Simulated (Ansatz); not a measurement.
Candidates (primitive cells; geometry: cell and atoms relaxed with PBEsol):
A. Zn (P6_3/mmc), a = b = 2.5718 Å, c = 5.0482 Å, α = β = 90.00°, γ = 120.00°
B. Hf (P6_3/mmc), a = b = 3.158 Å, c = 5.005 Å, α = β = 90.00°, γ = 120.00°
C. Os (P6_3/mmc), a = b = 2.726 Å, c = 4.317 Å, α = β = 90.00°, γ = 120.00°

**Question.** Order them by root-mean-square Fermi velocity (lowest first) at the level r2SCAN, rigid bands (Ansatz, a first-principles code).

**Answer.** B (5.2 ×10⁵ m/s), C (8.4 ×10⁵ m/s), A (15.7 ×10⁵ m/s)

Metals at this level; values at 300 K, both spins, means over directions. As a rough test of the mesh, the Fermi surface's area from every second k point differs by up to 7 %. Spin-orbit coupling is left out.

The missing spin-orbit coupling matters most for Hf (P6_3/mmc), Os (P6_3/mmc).
